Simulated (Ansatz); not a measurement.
Consider O vacancy in monoclinic ZrO2 strained by -1.5 % along x and y, z held, neutral cell. Level of theory: PBE, PAW (plane waves to 420 eV; Ansatz, a quantum-chemistry and plane-wave program).

Cell of 96 host sites held at the strained lattice (strain from the relaxed PBE one, atoms relaxed); the Γ point alone; Fermi-Dirac width 0.01 eV, spin-restricted; finite-size errors left in. Static, classical nuclei. The charge state is imposed; whether it is stable for some Fermi level was not computed. Forms of the defect that were not tried may lie lower. The start lies 0.077 eV above the lowest site run (PBE).

The step: a nearby O atom hops onto the vacant site; the atom moves 2.43 Å along (-0.46, -0.09, -0.17) of the unit cell; from a vacant O site with 3 nearest neighbours to a vacant O site with 4 nearest neighbours; the moving atom starts with neighbours O at 2.55, O at 2.67, 2 O at 2.71; Zr at 2.13, 2 Zr at 2.17, Zr at 2.29 Å and ends with O at 2.58; Zr at 2.02, Zr at 2.07, Zr at 2.15 Å. On the band's own sampling the forward barrier is 2.07 eV. Harmonic modes of the moving O atom alone, all others held, come from finite differences of 0.015 Å. The saddle point's order was not checked.

**Question.** Which three frequencies does the atom have at the start and at the saddle point?

**Answer.** start 11.7, 14.2, 14.8 THz; saddle point 6.1i, 9.8 and 21.6 THz.

**Question.** What attempt frequency and zero-point change of the barrier follow from these modes alone, and what classical rate at 300 K?

**Answer.** ν = (11.7 × 14.2 × 14.8) / (9.8 × 21.6) ≈ 12 THz. The zero-point energy changes the barrier by h/2 × (31.4 − 40.8) THz = -0.019 eV. The classical rate is ν exp(−2.07/0.0259) ≈ 2e-22 s⁻¹. One atom's modes give a rough prefactor, not that of the whole cell.
